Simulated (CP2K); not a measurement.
A working CP2K input for HfScSi2 (Amm2, 4 atoms in the cell) (DFT PBEsol, GPW, DZVP-MOLOPT-SR-GTH basis, GTH-PBE potentials (GTH_POTENTIALS)):

```
&GLOBAL
  PROJECT hfscsi2
  RUN_TYPE ENERGY_FORCE
  PRINT_LEVEL MEDIUM
&END GLOBAL
&FORCE_EVAL
  METHOD Quickstep
  STRESS_TENSOR ANALYTICAL
  &DFT
    BASIS_SET_FILE_NAME BASIS_MOLOPT
    POTENTIAL_FILE_NAME GTH_POTENTIALS
    &QS
      METHOD GPW
      EPS_DEFAULT 1E-10
    &END QS
    &MGRID
      CUTOFF 600
      REL_CUTOFF 50
      NGRIDS 5
    &END MGRID
    &SCF
      SCF_GUESS ATOMIC
      EPS_SCF 1E-7
      MAX_SCF 100
      ADDED_MOS 6
      &DIAGONALIZATION
        ALGORITHM STANDARD
      &END DIAGONALIZATION
      &MIXING
        METHOD BROYDEN_MIXING
        ALPHA 0.2
        NBUFFER 12
        BETA 1.5
      &END MIXING
      &SMEAR ON
        METHOD GAUSSIAN
        SIGMA [eV] 0.272
      &END SMEAR
    &END SCF
    &KPOINTS
      SCHEME MACDONALD 5 6 6 0.1 0 0
    &END KPOINTS
    &XC
      &XC_FUNCTIONAL
        &PBE
          PARAMETRIZATION PBESOL
        &END PBE
      &END XC_FUNCTIONAL
    &END XC
    &PRINT
      &MO
        EIGENVALUES T
        OCCUPATION_NUMBERS T
        NDIGITS 8
        FILENAME mo
        &EACH
          QS_SCF 0
        &END EACH
        ADD_LAST NUMERIC
      &END MO
      &MULLIKEN ON
      &END MULLIKEN
    &END PRINT
  &END DFT
  &SUBSYS
    &CELL
      A 3.69710000 0.00000000 0.00000000
      B 0.00000000 5.27337500 0.00000000
      C 0.00000000 3.88167200 3.56946800
      PERIODIC XYZ
    &END CELL
    &COORD
      SCALED
      Hf       0.50000000     0.85965000     0.85965000
      Sc       0.00000000     0.14206000     0.14206000
      Si       0.50000000     0.58099000     0.58099000
      Si       0.00000000     0.41730000     0.41730000
    &END COORD
    &KIND Hf
      BASIS_SET DZVP-MOLOPT-SR-GTH-q12
      POTENTIAL GTH-PBE-q12
    &END KIND
    &KIND Sc
      BASIS_SET DZVP-MOLOPT-SR-GTH-q11
      POTENTIAL GTH-PBE-q11
    &END KIND
    &KIND Si
      BASIS_SET DZVP-MOLOPT-SR-GTH-q4
      POTENTIAL GTH-PBE-q4
    &END KIND
  &END SUBSYS
  &PRINT
    &FORCES ON
    &END FORCES
    &STRESS_TENSOR ON
    &END STRESS_TENSOR
  &END PRINT
&END FORCE_EVAL
```

The run converged in 18 iterations: free energy E − TS -2822.9460 eV; Fermi level (on the code's own zero) 9.83 eV; pressure -1.56 GPa; largest force (vector length) 0.146 eV/Å. Each of these slips is then made, one at a time:

(1)
```diff
-      BASIS_SET DZVP-MOLOPT-SR-GTH-q12
+      BASIS_SET DZVP-MOLOPT-LR-SR-GTH-q12
```

(2)
```diff
-        BETA 1.5
+        BETA 0
```

Task: Predict the outcome of each change.

Result: 
(1) A basis or potential name that is not in the library file. The program stopped before any SCF iteration, with the message: The requested basis set <DZVP-MOLOPT-LR-SR-GTH-q12> for element <Hf> was not found in the basis set files <BASIS_MOLOPT> aobasis/basis_set_types.F:1523.

(2) A screening parameter of zero in the density mixing. The program stopped before any SCF iteration, with the message: Mixing employing the Kerker damping factor needs BETA /= 0.0 qs_scf_initialization.F:740.

The starting cell comes from a database of computed structures (which also holds hypothetical and non-ambient phases and stackings), without a prior relaxation at this level. Values carry the incompleteness of an atom-centred basis. The potentials were made for another functional than the one used. Without a gap this mesh is coarse (it stands for a supercell whose shortest vector is 18 Å).

Left out of this page: 3 runs of the series outside the window shown, repeating another row's setting, or not comparable.
